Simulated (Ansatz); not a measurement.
Take GaP in the zinc blende structure (space group F-43m, No. 216; a = 5.439 Å) as the base.

Modification: full substitution Ga → B, then cell and atoms are relaxed.

Levels (all Ansatz, a program for electronic structure, PAW, earlier PAW set): PBEsol (420 eV, without spin-orbit coupling); PBEsol+SOC (420 eV, with spin-orbit coupling).

The geometry is relaxed with PBEsol.

| Item | Result |
|---|---|
| PBEsol pressure | -0.01 GPa |
| PBEsol valence-band top at Γ | 0.00, 0.00, 0.00 eV |
| PBEsol lowest conduction level above the VBM at special points | X 1.21 eV; U 2.02 eV; K 2.02 eV; Γ 3.38 eV |

Predict the pressure, valence-band top at Γ and lowest conduction level above the VBM at special points from PBEsol+SOC.

The pressure stays -0.01 GPa; the valence-band top at Γ (three highest Kramers pairs, from the VBM) becomes 0.00, 0.00, -0.04 eV (PBEsol: 0.00, 0.00, 0.00 eV); the lowest conduction level above the VBM at special points goes from X 1.21 eV; U 2.02 eV; K 2.02 eV; Γ 3.38 eV to X 1.19 eV; U 2.01 eV; K 2.01 eV; Γ 3.34 eV. The threefold valence maximum splits by Δso ≈ 41 meV.

Single points use the geometry relaxed with PBEsol. The spin-orbit shifts are approximate. Whether these cells are dynamically stable was not tested.
